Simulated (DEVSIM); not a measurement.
Device: abrupt Si n-p junction, at 300 K.

Layer 1 from the left is Si, thickness (μm) 2.20, Nd (cm⁻³) 2e15, τn (s) 1e-5, τp (s) 1e-5. Layer 2 from the left is Si, thickness (μm) 14.0, Na (cm⁻³) 5.4e16, τn (s) 1e-5, τp (s) 1e-5.

Left contact: ohmic. Right contact: ohmic. Voltage is applied to the left contact. Recombination: SRH at mid-gap, radiative, Auger. Mobility is μmin + (μ − μmin)/(1 + (N/Nref)^α).

Constants are typed, rounded textbook-type inputs, not results; the design itself was drawn at random and stands for no fabricated device. Values at 300 K.

Si: gap (eV) 1.124, affinity (eV) 4.05, permittivity 11.7, Nc (cm⁻³) 2.86e19, Nv (cm⁻³) 3.1e19, μn (cm²/Vs) 1417, μp (cm²/Vs) 470, μn,min 52, μp,min 45, Nref,n 9.7e16, Nref,p 2.2e17, αn 0.68, αp 0.72, B (cm³/s) 4.7e-15, Cn (cm⁶/s) 2.8e-31, Cp (cm⁶/s) 9.9e-32.

Model (solved in DEVSIM): 1D drift-diffusion, Boltzmann statistics, complete ionisation; no tunnelling, impact ionisation, image-force lowering or self-heating.

**Question.** What does the simulation give for the largest field in the device at zero bias, the dark forward voltage at 1 A/cm², the potential step across the device at zero bias?

**Answer.** largest field in the device at zero bias 21000 V/cm; dark forward voltage at 1 A/cm² 0.552 V; potential step across the device at zero bias 0.712 V.
